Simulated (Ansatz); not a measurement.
Terminations of the (111) surface of fcc Cu, measured from the surface 'clean 1x1'. Atoms come from or go to: Au: fcc Au, Cl: ½ Cl2(g), Cu: fcc Cu, Ga: alpha gallium, In: tetragonal indium, Mg: hcp Mg, Mn: fcc-type Mn, layered antiferromagnet, Pb: fcc Pb, Pd: fcc Pd, Re: hcp Re. ΔE is the energy of forming the row's surface from that one (negative: more stable at these reservoirs); the vacuum level's shift is aligned on the shared bottom. No zero-point or thermal terms. These are constructed structures in small cells; real faces may alloy, dewet or reconstruct in larger ones, and not all known structures of the face are among them. Slabs of about 10 Å, Fermi-Dirac smearing of 0.1 eV. Bottom of the slabs: a bare face, its two planes held. Relaxed from the named starts with such symmetry as they have, on meshes of like density; energies extrapolated to zero smearing; spin only where a row says so; no spin-orbit coupling, no U. Brackets mark spin-polarised runs, whose order is one that fits the cell. A dash marks a value that is undefined for that row (no clear gap, or no work function of a gapped slab) or was not read reliably on its mesh.

Method: PBE (plane waves to 420 eV, PAW; Ansatz, an electronic-structure program).

```tsv
surface	atoms added per 1x1	ΔE per 1x1 (eV)	shift of the vacuum level (eV)	work function (eV)
clean 1x1	none	0.00	0.00	4.80
a layer of Mn in place of the third plane [spin, 2.6 μB a cell]	-1 Cu, +1 Mn	0.46	-0.04	4.74
a layer of Re in place of the third plane	-1 Cu, +1 Re	0.82	-0.06	4.68
one row in 2 of the top plane missing	-0.5 Cu	0.25	-0.67	4.12
a layer of Au in place of the second plane	+1 Au, -1 Cu	0.70	0.26	5.05
(√3x√3)R30° layer of Pb, one a cell, on the site that continues the host's stacking	+0.333 Pb	-0.13	-0.90	3.90
a layer of Pd in place of the third plane	-1 Cu, +1 Pd	___	0.02	4.82
(√3x√3)R30° surface alloy, In on one Cu site of the top plane	-0.333 Cu, +0.333 In	-0.23	-0.67	4.11
a pseudomorphic layer of Mg in the other hollow	+1 Mg	0.54	-0.72	4.07
a pseudomorphic layer of Pd in the other hollow	+1 Pd	___	0.38	5.15
(√3x√3)R30° layer of Cl, one a cell, on the site that continues the host's stacking	+0.333 Cl	___	0.52	5.31
a pseudomorphic layer of Ga in the other hollow	+1 Ga	-0.17	-0.86	3.93
```

Problem. What belongs in the gaps?

Solution. 
- a layer of Pd in place of the third plane, ΔE per 1x1 (eV): 0.01
- a pseudomorphic layer of Pd in the other hollow, ΔE per 1x1 (eV): -0.06
- (√3x√3)R30° layer of Cl, one a cell, on the site that continues the host's stacking, ΔE per 1x1 (eV): -0.62
